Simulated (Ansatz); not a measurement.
Quick settings and what they miss: Zn5Se4S (R3m, 10 atoms in the cell)

Self-consistent single point.

```xyz
10
Lattice="1.9869 1.1471 16.1987 -1.9869 1.1471 16.1987 0.0000 -2.2943 16.1987" Properties=species:S:1:pos:R:3 pbc="T T T"
Zn     0.0000     0.0000    48.4971
Zn     0.0000     0.0000    29.2558
Zn     0.0000     0.0000     9.7461
Zn     0.0000     0.0000    38.8760
Zn     0.0000     0.0000    19.4087
Se     0.0000     0.0000    26.7914
Se     0.0000     0.0000     7.3027
Se     0.0000     0.0000    36.4370
Se     0.0000     0.0000    16.9570
S      0.0000     0.0000    46.1582
```

Level of theory: PBEsol, PAW files made with PBE (plane waves; Ansatz, a first-principles code).

Base settings: basis.ecutwfc = 420 eV; kpoints.mp_grid.grid = 5 5 5; hamiltonian.xc = pbesol; hamiltonian.pseudopotentials = {kind: paw} (the program's default PAW files); scf.occupations.method = fixed.

Tight run (finer mesh or higher cutoff; not a proven limit): basis.ecutwfc: 420 eV → 590 eV; kpoints.mp_grid.grid: 5 5 5 → 7 7 7; scf.convergence.dr2_threshold: default (1e-07 eV) → 1e-09 eV. It gave top of the valence band (on the code's own zero) 6.35 eV; gap on the k-point mesh 1.21 eV; pressure -1.31 GPa; largest force (vector length) 0.068 eV/Å.

Quick runs, as changes from the base:
- A: the base itself
- B: basis.ecutwfc: 420 eV → 210 eV; kpoints.mp_grid.grid: 5 5 5 → 2 2 2; hamiltonian.xc: pbesol → lda; scf.occupations.method: fixed → cold; kpoints.mp_grid.shift: default → 0.5 0.5 0.5; scf.occupations.width: default → 0.136 eV [LDA (PW92)]
- C: basis.ecutwfc: 420 eV → 250 eV; kpoints.mp_grid.grid: 5 5 5 → 6 6 6; scf.occupations.method: fixed → methfessel_paxton; kpoints.mp_grid.shift: default → 0.5 0.5 0.5; scf.occupations.width: default → 0.136 eV; scf.convergence.dr2_threshold: default (1e-07 eV) → 0.0001 eV
- D: basis.ecutwfc: 420 eV → 335 eV; kpoints.mp_grid.grid: 5 5 5 → 6 6 6; kpoints.mp_grid.shift: default → 0.5 0.5 0.5
- E: basis.ecutwfc: 420 eV → 250 eV; kpoints.mp_grid.grid: 5 5 5 → 3 3 3; kpoints.mp_grid.shift: default → 0.5 0.5 0.5

Dashes: energy of B, another energy zero.

Gaps are read on each run's own mesh, which may miss the band edges.

† marks runs with another functional, U, potentials or spin treatment: their distance from the tight run is not a convergence error alone.

The count of work is k-points × plane waves × bands × iterations; it is no time. 

Pressures in the table are Ansatz's without its Pulay estimate, at a fixed set of plane waves; the tight run's value above holds the estimate.

The starting cell comes from a database of computed structures (which also holds hypothetical and non-ambient phases and stackings), without a prior relaxation at this level. Its lattice was rescaled by a random factor within 2.5 % of one.

| run | energy less tight (meV/atom) | pressure less tight (GPa) | largest miss in a force vector (eV/Å) | gap on the mesh less tight (eV) | count of work / tight |
|---|---|---|---|---|---|
| A | 6.2 | 0.00 | 0.004 | -0.004 | 0.19 |
| B† | – | -123.46 | 0.240 | 0.246 | 0.0066 |
| C | 697.3 | -34.96 | 0.028 | 0.103 | 0.094 |
| D | 10.7 | -0.72 | 0.002 | 0.039 | 0.18 |
| E | 751.6 | -33.74 | 0.068 | 0.185 | 0.028 |

Among the runs at the tight run's level, the energy misses run from 6.2 to 751.6 meV/atom.

Left out of this page: 1 run of the series outside the window shown, repeating another row's setting, or not comparable.

Keys are those of Ansatz 0.2.
